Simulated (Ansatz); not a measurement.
Formation energy of the bound charge states of Al_Hf+V_O in monoclinic HfO2 (start: the Hf site; O(1,3-fold) 2.15 Å away; 96-site cell, 2×2×2 shifted sampling) against the Fermi level, O-rich (Δμ(Hf) = -10.38 eV, Δμ(O) = 0.00 eV, Δμ(Al) = -7.45 eV, bounded by corundum; only phases computed here count, gases as isolated molecules at 0 K). Computed with PBE, PAW (plane waves to 420 eV; Ansatz, a program for electronic structure).

Cell and caveats: 96-site cell; 2×2×2 shifted k-points; host gap 4.04 eV; charged states image-corrected; no spin–orbit coupling; not converged in cell size; flagged in the runs: a host whose relaxation on this sampling wasn't shown to rest, a strain field that reaches the edge of the cell.

```json
[
 {"E_F − E_VBM (eV)": "0.00", "q = +1": "1.76", "q = 0": "5.03"},
 {"E_F − E_VBM (eV)": "0.50", "q = +1": "2.27", "q = 0": "5.03"},
 {"E_F − E_VBM (eV)": "1.01", "q = +1": "2.77", "q = 0": "5.03"},
 {"E_F − E_VBM (eV)": "1.51", "q = +1": "3.28", "q = 0": "5.03"},
 {"E_F − E_VBM (eV)": "2.02", "q = +1": "3.78", "q = 0": "5.03"},
 {"E_F − E_VBM (eV)": "2.52", "q = +1": "4.29", "q = 0": "5.03"},
 {"E_F − E_VBM (eV)": "3.03", "q = +1": "4.79", "q = 0": "5.03"},
 {"E_F − E_VBM (eV)": "3.53", "q = +1": "5.30", "q = 0": "5.03"},
 {"E_F − E_VBM (eV)": "4.04", "q = +1": "5.80", "q = 0": "5.03"}
]
```

Crossings of the lowest lines: (+1/0) at 3.26 eV.
